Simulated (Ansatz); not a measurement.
We consider cubic perovskite BaHfO₃, described by PBE0 in Ansatz (plane waves, PAW).

Settings: plane-wave cutoff 500 eV, 6×6×6 k mesh, gaussian smearing 0.02 eV, scalar-relativistic PAW data made under PBE.

Cell (relaxed with r²SCAN):

```
CELL_PARAMETERS angstrom
      4.17714     0.00000     0.00000
      0.00000     4.17714     0.00000
      0.00000     0.00000     4.17714
ATOMIC_POSITIONS crystal
  Ba 0.00000 0.00000 0.00000
  Hf 0.50000 0.50000 0.50000
  O  0.50000 0.00000 0.50000
  O  0.00000 0.50000 0.50000
  O  0.50000 0.50000 0.00000
```

Q: Estimate the band gap that the calculation returns.

A: 
- band gap: 5.93 eV (on the SCF k mesh)

Note: cell and atoms aren't relaxed at this level (pressure -0.3 GPa).

Spin–orbit coupling is not included.

Computed values are for the static lattice.

Cost on a shared machine: very roughly 2.5 core-minutes.

Ansatz is a quantum-chemistry and plane-wave program.
